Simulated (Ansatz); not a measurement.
Fluorite AuAl2, relaxed in Ansatz (plane waves) with several semilocal functionals. Each gives its own volume and its own elastic constant C11:

```
level   V0 (Å³/atom)  elastic constant C11 (GPa)   ln V0  ln C11
------  ------------  --------------------------  ------  ------
LDA           17.607                       161.9  2.8683  5.0870
PBEsol        18.027                       153.5  2.8919  5.0337
PBE           18.554                       139.1  2.9207  4.9352
```

Problem. Fit a straight line to ln C11 against ln V0. What does it predict for r²SCAN, whose volume is 18.091 Å³/atom?

Solution. With x = ln V0 and y = ln C11: means 2.89363 and 5.01863; Σ(Δx Δy) = -0.004016, Σ(Δx²) = 0.001377, so the slope is -2.92. At x = 2.8954 the line gives y = 5.01863 + (-2.92) × (2.8954 − 2.89363) = 5.0135, or 150.4 GPa. The run with r²SCAN gives 160.2 GPa, +6.5 % from the line. The rows used scatter about it by up to 1.0 %, while the largest value lies 16 % above the smallest.

Ansatz's density-functional and Hartree–Fock values are scalar-relativistic unless marked +SOC, with PAW data made under PBE.

Ansatz is a program for electronic structure.
